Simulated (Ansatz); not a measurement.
Si (P6_3/mmc), r2SCAN with spin-orbit coupling, rigid bands run with Ansatz (a first-principles code): Condition of this run: biaxial stress in the c plane of -7.2 GPa (compression positive) (the target of the relaxation). band gap 0.52 eV, N_c = 2.78e19 cm⁻³ and N_v = 1.15e19 cm⁻³ at 300 K, conductivity masses along y (a = (3.96, 0.00, 0.00) Å; b = (-1.98, 3.43, 0.00) Å; c = (0.00, 0.00, 6.25) Å) of 0.210 mₑ (electrons) and 0.480 mₑ (holes). Take k_BT = 0.02585 eV.

Question: What built-in voltage has an abrupt junction with N_A = 1e17 and N_D = 1e17 cm⁻³, all dopants ionised?

Answer: V_bi = E_g/e − (k_BT/e) ln(N_c N_v/(N_A N_D)) = 0.52 − 0.02585 × 10.37 = 0.25 V. It follows the computed gap one for one.

Question: Find the intrinsic carrier density and the intrinsic Fermi level.

Answer: n_i = √(N_c N_v) exp(−E_g/2k_BT) = 1.79e19 × exp(−10.06) = 7.7e14 cm⁻³. The level lies (k_BT/2) ln(N_v/N_c) = -11 meV from mid-gap (positive towards the conduction band). Each 0.1 eV added to the gap lowers n_i by a factor of 6.9.

Question: What thermal injection velocity √(2k_BT/πm) limits a ballistic channel along the direction named?

Answer: 1.17e7 cm/s for electrons and 7.77e6 cm/s for holes, a ratio of √(m_h/m_e) = 1.51, for dilute carriers.

Rigid, parabolic bands with the computed gap; masses take one relaxation time for all states. Geometry: cell and atoms relaxed with PBEsol.
